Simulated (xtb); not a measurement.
xtb 6.7.1, GFN1-xTB: Ni(Cl)(hfac) (FC(F)(F)C1=CC(=[O]->[Ni]([Cl])[O]1)C(F)(F)F), charge 0, multiplicity 3, 16 atoms. The geometry is a generated start, not checked to be a minimum at this level.

| Quantity | Value |
|---|---|
| method | GFN1-xTB |
| --acc | 1 (default) |
| --etemp (K) | 300 (default) |
| detailed input (--input) | none: ANC optimiser, Lindh (1995) Hessian, microcycle=20, maxdispl=1.0, hlow=0.01 (default) |
| basis functions | 74 |
| valence electrons | 92 |

```xyz
16

Ni    -0.6495     2.6397     0.0113
Cl    -1.5286     4.3787    -0.0693
F     -1.8067    -0.8894     2.8038
C     -0.5440    -0.9408     2.3796
F     -0.2636    -2.2203     2.1210
F      0.2409    -0.5603     3.3921
C     -0.3347    -0.0124     1.1531
C      0.1881    -0.5850    -0.0086
C      0.3836     0.1986    -1.1505
C      0.9567    -0.5568    -2.3781
F      1.1265     0.2438    -3.4220
F      2.1421    -1.1106    -2.0891
F      0.1430    -1.5519    -2.7527
O      0.1579     1.4161    -1.2988
O     -0.6540     1.1815     1.3397
H      0.4424    -1.6308    -0.0317
```

Charge 0 and multiplicity 3 are set for this test and not shown to be the ground state. GFN-xTB has no spin term: --uhf 2 sets the occupations alone.

The structure is relaxed from this start with --opt LEVEL for the levels crude, sloppy, loose, lax, normal, tight, vtight, extreme, once each. Up to the end of the extreme run atoms move by at most 0.99 Å along an axis.

Problem. Choose the cheapest level whose final energy lies within 1 meV of that of extreme.

Solution. tight: 60 cycles against 72, ending 0.12 meV above.

```csv
level,cycles,energy above the extreme run (meV),gradient norm (eV/Å)
crude,3,17,0.20
sloppy,4,15,0.16
loose,6,12,0.12
lax,9,11,0.038
normal,10,11,0.031
tight,60,0.12,0.017
vtight,70,under 0.01,0.0053
extreme,72,—,0.0018
```
